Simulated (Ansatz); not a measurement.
Migration barriers of interstitials in oxides: PBE bands (Ansatz, a quantum-chemistry and plane-wave program, plane waves to 420 eV, PAW, climbing-image NEB) beside the CHGNet universal potential on its own band (it has no charge state). Forward barriers of single hops from the lowest site run, static nuclei, no finite-size correction. The rows are a random draw from the bands that converged and passed our checks of state and shape. Saddle orders were checked for a part of the study's bands only and are not shown. Charge states are imposed. Spin-orbit coupling is left out.

```tsv
Defect	Route	Hop (Å), direction in the unit cell	End over start, densest mesh run (eV)	Cell and PBE mesh	CHGNet k-points	PBE (eV)
interstitial F in corundum, charge -1	F moves farthest	3.53 along (0.33, 0.67, 0.17)	0.00	120 sites, Γ	none	2.23
interstitial F in anatase TiO2, charge -1	F moves farthest	1.59 along (0.23, 0.23, -0.11)	0.00	108 sites, Γ	none	0.32
interstitial Hf in monoclinic HfO2, charge +4	Hf moves farthest	1.46 along (0.26, -0.08, 0.11)	0.00	96 sites, Γ	none	0.54
interstitial O in rock-salt SrO, charge -2	O moves farthest	2.59 along (0.00, -0.50, 0.00)	0.00	64 sites, Γ	none	1.02
interstitial Li in rock-salt MgO, charge +1	Li moves farthest	2.12 along (0.50, 0.00, 0.00)	0.00	64 sites, Γ	none	1.38
interstitial N in rutile TiO2, charge -1	O moves farthest	1.60 along (-0.24, -0.24, 0.01)	0.00	72 sites, one k-point at (0.250, 0.250, 0.250)	none	0.90
interstitial Mg in bixbyite In2O3, charge +2	Mg moves farthest	2.11 along (0.13, -0.12, 0.10)	-0.02	80 sites, one k-point at (0.250, 0.250, 0.250)	none	0.79
interstitial Mg in rock-salt MgO, charge +2	Mg moves farthest	1.74 along (-0.31, 0.19, 0.19)	0.00	64 sites, Γ	none	1.14
```

Problem. What does CHGNet give for each row, and how does it differ from PBE over these rows?

Solution. In the order of the rows: 1.69, 0.12, 0.29, 0.56, 0.95, 0.23, 0.44, 1.10 eV. Against PBE it lies higher in 0 of 8 rows and lower in 7 (differences over 0.07 eV). The mean difference is -0.37 eV (median -0.39) and the mean size 0.37 eV; the largest, -0.67 eV, is in row 6.
